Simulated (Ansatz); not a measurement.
Structures of equal composition on the (113) surface of germanium: 1 pair of surface atoms bonded, no caps; unpaired: 0 pairs of surface atoms bonded, no caps. The slabs share one bottom face, and each structure is named by its start. These are constructed structures in small cells; real faces may alloy, dewet or reconstruct in larger ones, and not all known structures of the face are among them. Slabs of about 14 Å with all that they carry, Fermi-Dirac smearing of 0.025 eV. Bottom of the slabs: built like the top, H on every dangling bond, free. Relaxed from the named starts with such symmetry as they have, on meshes of like density; energies extrapolated to zero smearing; no spin-orbit coupling, no U. Spin-polarised runs, if any, are marked in brackets, and their order is one that fits the cell; the others ran without spin. Where a second, spin-polarised start was run, the lower counts.

The numbers are results of r2SCAN, at the PBE geometry (plane waves to 500 eV, PAW; Ansatz, a program for electronic structure), not measurements.

Task: Put the candidates in order of energy per 1x1 cell, lowest first, for r2SCAN, at the PBE geometry.

Result: 1 pair of surface atoms bonded, no caps (0.000 eV, gap 0.50 eV on the mesh), unpaired: 0 pairs of surface atoms bonded, no caps (0.086 eV (1 Ge–Ge bonds formed), gap 0.23 eV on the mesh)
